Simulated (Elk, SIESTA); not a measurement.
A SIESTA input for a self-consistent single point of NbC (Fm-3m, 2 atoms in the cell) (DFT, GGA PBEsol with spin-orbit coupling, numerical atomic orbitals DZP, PseudoDojo PBEsol fully relativistic norm-conserving potentials (rewritten from UPF to PSML)):

```
# files in the folder: Nb.psml C.psml (PseudoDojo PBEsol fully relativistic)
SystemName  NbC
SystemLabel siesta

NumberOfAtoms                2
NumberOfSpecies              2
%block ChemicalSpeciesLabel
  1 41 Nb
  2 6 C
%endblock ChemicalSpeciesLabel
LatticeConstant              3.187701 Ang
%block LatticeVectors
     0.000000000    0.707106783    0.707106783
     0.707106783    0.000000000    0.707106783
     0.707106783    0.707106783    0.000000000
%endblock LatticeVectors
AtomicCoordinatesFormat      Ang
%block AtomicCoordinatesAndAtomicSpecies
     0.000000000    0.000000000    0.000000000  1
     2.254045000    2.254045000    2.254045000  2
%endblock AtomicCoordinatesAndAtomicSpecies

XC.functional                GGA
XC.authors                   PBEsol
PAO.BasisSize                DZP
PAO.EnergyShift              0.01 Ry
MeshCutoff                   300 Ry
%block kgrid.MonkhorstPack
   17   0   0  0.0
    0  17   0  0.0
    0   0  17  0.0
%endblock kgrid.MonkhorstPack
OccupationFunction           MP
OccupationMPOrder            0
ElectronicTemperature        100.0 meV
Spin                         spin-orbit
%block DM.InitSpin
  1 0.00 0.00 0.00
  2 0.00 0.00 0.00
%endblock DM.InitSpin

MaxSCFIterations             150
SCF.Mixer.Method             Pulay
SCF.Mixer.Weight             0.25
SCF.Mixer.History            8
SCF.DM.Tolerance             1.0E-04
Diag.ParallelOverK           true
WriteForces                  true
Charge.Mulliken              end
```

Problem. Give the Elk input for the same structure, mesh, smearing and functional.

Solution. This is the input that was run; spellings and numerical settings could be chosen otherwise.

```
tasks
  0

xctype
  22

spinorb
  .true.

rgkmax
  7.5

gmaxvr
  16.0

nxoapwlo
  1

rmtscf
  0.91

lmaxi
  3

nempty
  10

stype
  0

swidth
  0.00367493

avec
    0.0000000000    4.2595277226    4.2595277226
    4.2595277226    0.0000000000    4.2595277226
    4.2595277226    4.2595277226    0.0000000000

atoms
  2   : nspecies
  'Nb.in'   : spfname
  1   : natoms; atposl, bfcmt below
  0.0000000000  0.0000000000  0.0000000000    0.0 0.0 0.0
  'C.in'   : spfname
  1   : natoms; atposl, bfcmt below
  0.5000000000  0.5000000000  0.5000000000    0.0 0.0 0.0

ngridk
  17 17 17
```

Basis, cutoffs, solver keys and any potentials are the target program's own. This input uses DFT, PBEsol, spin-orbit coupling in second variation, all-electron FP-LAPW, Elk's shipped species files, LAPW+lo basis. Both were run: size of the net moment 0.00 μB/atom in SIESTA and 0.00 in Elk.

On SIESTA: the starting cell comes from a database of computed structures (which also holds hypothetical and non-ambient phases and stackings), without a prior relaxation at this level. Values carry the incompleteness of an atom-centred basis. With a pressure of about -10 GPa the cell is away from its equilibrium volume at this level.

On Elk: the starting cell comes from a database of computed structures (which also holds hypothetical and non-ambient phases and stackings), without a prior relaxation at this level. Values depend on the basis (sphere radii, cutoffs, local orbitals), which need not be converged.
